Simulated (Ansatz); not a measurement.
We look at the formation energy of N_i in Mo (bcc, Im-3m). Reaction: 64 Mo (bcc) + 1/2 N2 (gas) → cell A.

Cell A: a supercell of 64 sites of Mo (bcc, Im-3m) with N off the lattice sites (6 Mo at 1.93–2.19 Å); spin state with PBE: run without spin, k-point mesh 4×4×4.
```yaml
crystal:
  lattice:
    - [10.95032, 0.00000, 0.00000]
    - [-3.65011, 10.32406, 0.00000]
    - [-3.65011, -5.16203, 8.94090]
  atoms:
    - { symbol: Mo, position: [0.99809, 0.99846, 0.99846] }
    - { symbol: Mo, position: [0.00000, 0.99961, 0.25039] }
    - { symbol: Mo, position: [0.00000, 0.00024, 0.50024] }
    - { symbol: Mo, position: [0.99801, 0.99879, 0.74922] }
    - { symbol: Mo, position: [0.00000, 0.25039, 0.99961] }
    - { symbol: Mo, position: [0.00191, 0.25154, 0.25154] }
    - { symbol: Mo, position: [0.00199, 0.25121, 0.50078] }
    - { symbol: Mo, position: [0.00000, 0.24976, 0.74976] }
    - { symbol: Mo, position: [0.00000, 0.50024, 0.00024] }
    - { symbol: Mo, position: [0.00199, 0.50078, 0.25121] }
    - { symbol: Mo, position: [0.00191, 0.50037, 0.50037] }
    - { symbol: Mo, position: [0.00000, 0.49961, 0.75039] }
    - { symbol: Mo, position: [0.99801, 0.74922, 0.99879] }
    - { symbol: Mo, position: [0.00000, 0.74976, 0.24976] }
    - { symbol: Mo, position: [0.00000, 0.75039, 0.49961] }
    - { symbol: Mo, position: [0.99809, 0.74963, 0.74963] }
    - { symbol: Mo, position: [0.24790, 0.99895, 0.99895] }
    - { symbol: Mo, position: [0.24902, 0.99785, 0.24882] }
    - { symbol: Mo, position: [0.24923, 0.99961, 0.49961] }
    - { symbol: Mo, position: [0.24902, 0.00118, 0.75020] }
    - { symbol: Mo, position: [0.24902, 0.24882, 0.99785] }
    - { symbol: Mo, position: [0.24596, 0.24439, 0.24439] }
    - { symbol: Mo, position: [0.24942, 0.24742, 0.49800] }
    - { symbol: Mo, position: [0.25044, 0.25121, 0.74922] }
    - { symbol: Mo, position: [0.24923, 0.49961, 0.99961] }
    - { symbol: Mo, position: [0.24942, 0.49800, 0.24742] }
    - { symbol: Mo, position: [0.25502, 0.50251, 0.50251] }
    - { symbol: Mo, position: [0.24942, 0.50142, 0.75200] }
    - { symbol: Mo, position: [0.24902, 0.75020, 0.00118] }
    - { symbol: Mo, position: [0.25044, 0.74922, 0.25121] }
    - { symbol: Mo, position: [0.24942, 0.75200, 0.50142] }
    - { symbol: Mo, position: [0.24596, 0.75157, 0.75157] }
    - { symbol: Mo, position: [0.50000, 0.00643, 0.00643] }
    - { symbol: Mo, position: [0.50000, 0.99895, 0.25105] }
    - { symbol: Mo, position: [0.50000, 0.99846, 0.50037] }
    - { symbol: Mo, position: [0.50000, 0.00561, 0.75157] }
    - { symbol: Mo, position: [0.50000, 0.25105, 0.99895] }
    - { symbol: Mo, position: [0.50000, 0.24357, 0.24357] }
    - { symbol: Mo, position: [0.50000, 0.24439, 0.49843] }
    - { symbol: Mo, position: [0.50000, 0.25154, 0.74963] }
    - { symbol: Mo, position: [0.50000, 0.50037, 0.99846] }
    - { symbol: Mo, position: [0.50000, 0.49843, 0.24439] }
    - { symbol: Mo, position: [0.50000, 0.47225, 0.47225] }
    - { symbol: Mo, position: [0.50000, 0.50251, 0.74749] }
    - { symbol: Mo, position: [0.50000, 0.75157, 0.00561] }
    - { symbol: Mo, position: [0.50000, 0.74963, 0.25154] }
    - { symbol: Mo, position: [0.50000, 0.74749, 0.50251] }
    - { symbol: Mo, position: [0.50000, 0.77775, 0.77775] }
    - { symbol: Mo, position: [0.75404, 0.00561, 0.00561] }
    - { symbol: Mo, position: [0.75098, 0.00118, 0.25215] }
    - { symbol: Mo, position: [0.74956, 0.99879, 0.50078] }
    - { symbol: Mo, position: [0.75058, 0.00258, 0.75200] }
    - { symbol: Mo, position: [0.75098, 0.25215, 0.00118] }
    - { symbol: Mo, position: [0.75210, 0.25105, 0.25105] }
    - { symbol: Mo, position: [0.75098, 0.24882, 0.49980] }
    - { symbol: Mo, position: [0.75077, 0.25039, 0.75039] }
    - { symbol: Mo, position: [0.74956, 0.50078, 0.99879] }
    - { symbol: Mo, position: [0.75098, 0.49980, 0.24882] }
    - { symbol: Mo, position: [0.75404, 0.49843, 0.49843] }
    - { symbol: Mo, position: [0.75058, 0.49800, 0.74858] }
    - { symbol: Mo, position: [0.75058, 0.75200, 0.00258] }
    - { symbol: Mo, position: [0.75077, 0.75039, 0.25039] }
    - { symbol: Mo, position: [0.75058, 0.74858, 0.49800] }
    - { symbol: Mo, position: [0.74498, 0.74749, 0.74749] }
    - { symbol: N, position: [0.50000, 0.62500, 0.62500] }
```

Reference: Mo (bcc, Im-3m), 64 atoms in the cell, the relaxed perfect crystal repeated, atoms not moved again; spin state with PBE: run without spin, k-point mesh 4×4×4 on the run's own vectors.

Reference: an isolated N2 molecule (singlet) in a box of 11 × 11 × 13 Å.

Plane-wave PAW calculations with Ansatz (a first-principles code), its default PAW set, cutoff 420 eV. The structures are at rest with PBE, within the held lattices. Neutral cells; Fermi-Dirac smearing of at most 0.10 eV in the solids, energies taken to zero width. Larger cells are relaxed from a start prepared with the learned potential CHGNet, on a coarser mesh till forces fall under 0.03 eV/Å, which some starts already meet. A dispersion term (D3(BJ), or D4 for r2SCAN) was computed beside these levels and is taken off wherever the name lacks it. Space groups of crystals are read within 0.01 Å. Static lattices, no vibrational contributions. No structure search was made; lower ones may exist. The d electrons get no Hubbard U. No correction for cell size. Mesh and cell size may move defect energies by 0.1 eV or more. Cell A has symmetry I4/mmm within 0.02 Å and got no random move, so less symmetric positions, which may lie lower, weren't tried.

Predict the value from PBE.

0.79 eV, for 64 Mo (bcc) + 1/2 N2 (gas) → cell A.
